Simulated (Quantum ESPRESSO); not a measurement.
Input and output of a self-consistent single point for ZrTiTe4 (P2/m, 6 atoms in the cell) (Quantum ESPRESSO).

Method: PBEsol, SSSP 1.1.2 efficiency (PBE) pseudopotentials (plane waves; Quantum ESPRESSO 7.5).

```yaml
crystal:
  lattice:
    - [6.76063, 0.00000, 0.00000]
    - [0.00000, 3.90643, 0.00000]
    - [-0.01396, 0.00000, 6.83630]
  atoms:
    - { symbol: Zr, position: [0.50000, 0.50000, 0.00000] }
    - { symbol: Ti, position: [0.00000, 0.00000, 0.00000] }
    - { symbol: Te, position: [0.84443, 0.50000, 0.24704] }
    - { symbol: Te, position: [0.15557, 0.50000, 0.75296] }
    - { symbol: Te, position: [0.32374, 0.00000, 0.25562] }
    - { symbol: Te, position: [0.67626, 0.00000, 0.74438] }
```

Reference input (self-consistent single point, DFT, PBEsol, plane waves, SSSP 1.1.2 efficiency (PBE) pseudopotentials): ecutwfc = 50 Ry; ecutrho = 400 Ry; occupations = smearing; smearing = cold; degauss = 0.0099958 Ry; input_dft = pbesol; potentials = {Zr: Zr_pbe_v1.uspp.F.UPF, Ti: ti_pbe_v1.4.uspp.F.UPF, Te: Te_pbe_v1.uspp.F.UPF}; K_POINTS = automatic 3 5 3 0 0 0; conv_thr = 1e-09 Ry; mixing_beta = 0.3. This run's input differs from it in these lines:

```diff
@@ -12,4 +12,4 @@
   ntyp = 3
-  ecutwfc = 50
-  ecutrho = 400
+  ecutwfc = 20
+  ecutrho = 160
   occupations = 'smearing'
```

Output, abridged:

```
     Self-consistent Calculation

     iteration #  1     ecut=    20.00 Ry     beta= 0.30

     negative rho (up, down):  6.609E-02 0.000E+00

     total energy              =    -316.96632630 Ry
     estimated scf accuracy    <      15.81176909 Ry

     iteration #  2     ecut=    20.00 Ry     beta= 0.30

     negative rho (up, down):  6.601E-02 0.000E+00

     total energy              =    -323.91348724 Ry
     estimated scf accuracy    <      14.47478992 Ry

     iteration #  3     ecut=    20.00 Ry     beta= 0.30

     negative rho (up, down):  6.640E-02 0.000E+00

     total energy              =    -324.41009298 Ry
     estimated scf accuracy    <       4.43589725 Ry

   [... 22 blocks of this kind left out ...]

     iteration # 26     ecut=    20.00 Ry     beta= 0.30

     negative rho (up, down):  6.823E-02 0.000E+00

     total energy              =    -323.81221530 Ry
     estimated scf accuracy    <          2.7E-09 Ry

     iteration # 27     ecut=    20.00 Ry     beta= 0.30

     negative rho (up, down):  6.823E-02 0.000E+00
     End of self-consistent calculation

     the Fermi energy is     7.1450 ev

!    total energy              =    -323.81221530 Ry
     estimated scf accuracy    <          4.8E-11 Ry
     smearing contrib. (-TS)   =      -0.00053398 Ry
     internal energy E=F+TS    =    -323.81168132 Ry

     convergence has been achieved in  27 iterations

     negative rho (up, down):  6.823E-02 0.000E+00

     Forces acting on atoms (cartesian axes, Ry/au):

     atom    1 type  1   force =     0.00000000    0.00000000    0.00000000
     atom    2 type  2   force =     0.00000000    0.00000000    0.00000000
     atom    3 type  3   force =     0.00025779    0.00000000    0.00603033
     atom    4 type  3   force =    -0.00025779   -0.00000000   -0.00603033
     atom    5 type  3   force =    -0.00242441   -0.00000000    0.00609394
   [... lines left out ...]
     Total force =     0.012605     Total SCF correction =     0.000007
   [... lines left out ...]

     negative rho (up, down):  6.823E-02 0.000E+00
          total   stress  (Ry/bohr**3)                   (kbar)     P=      -86.44
  -0.00064152   0.00000000  -0.00001171          -94.37        0.00       -1.72
   0.00000000  -0.00060430   0.00000000            0.00      -88.90        0.00
  -0.00001171   0.00000000  -0.00051701           -1.72        0.00      -76.06

   JOB DONE.
```

The run converged in 27 iterations. Against the reference run the free energy rises by 218 meV/atom, the pressure goes from -1.98 to -8.64 GPa and the largest force goes from 0.160 to 0.169 eV/Å.

The starting cell comes from a database of computed structures (which also holds hypothetical and non-ambient phases and stackings), without a prior relaxation at this level. Its lattice was rescaled by a random factor within 2.5 % of one. Spin polarisation is off, so a magnetic state, if there is one, cannot be reached. At the lowered cutoff the pressure carries the error of an incomplete plane-wave basis.

Cost on one core of a shared machine: roughly 50 s.
